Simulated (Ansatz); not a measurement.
Cubic perovskite SrVO₃, treated with RPBE (plane waves, PAW; Ansatz, a first-principles code).

Settings: plane-wave cutoff 520 eV, 14×14×14 k mesh, Fermi–Dirac smearing 0.05 eV, no spin polarisation, scalar-relativistic PAW data made under PBE.

Cell (relaxed at this level):

```
SrVO3
1.0
    3.89345     0.00000     0.00000
    0.00000     3.89345     0.00000
    0.00000     0.00000     3.89345
Sr V O
1 1 3
Direct
  0.00000   0.00000   0.00000
  0.50000   0.50000   0.50000
  0.50000   0.00000   0.50000
  0.00000   0.50000   0.50000
  0.50000   0.50000   0.00000
```

Task: Predict the bulk modulus and pressure derivative B′ of the bulk modulus.

Result: 
bulk modulus: 166 GPa
pressure derivative B′ of the bulk modulus: 4.5

The run finds no gap.

Computed values are for the static lattice.

Computing time: around 110 core-seconds (rough).
